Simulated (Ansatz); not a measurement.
For Pt3AlB (model structure, started from the Ni3MgC type, Pm-3m, No. 221, 5 atoms in the cell), PBE (Ansatz, a quantum-chemistry and plane-wave program, PAW) gives:

* **lattice parameter a**: 4.192 Å
* **bulk modulus B0**: 194 GPa

Q: What does r²SCAN (plane waves, PAW; Ansatz) give for the same quantities?

A: 
- lattice constant a: 4.163 Å (drops by 0.7 %)
- bulk modulus: 211 GPa (grows by 8.8 %)

Changes are worked out from the printed values.

Unless a cell is named, each level is at its own relaxed cell (PBE 14.73, r²SCAN 14.43 Å³/atom).

Levels without +SOC leave out spin–orbit coupling, which shifts energies and cells of such heavy elements.

The crystal itself was run without spin with PBE, r²SCAN; a magnetic state was not tried in these runs.

Caveats: the bulk modulus is −V dP/dV from two relaxed cells at ±2 % in volume (PBE, r²SCAN). Ansatz's density-functional and Hartree–Fock values are scalar-relativistic unless marked +SOC, with PAW data made under PBE.

A model structure was made by putting elements into a prototype or built by hand; it is no filed structure, need not be a known phase, and can be a saddle point held by its symmetry.
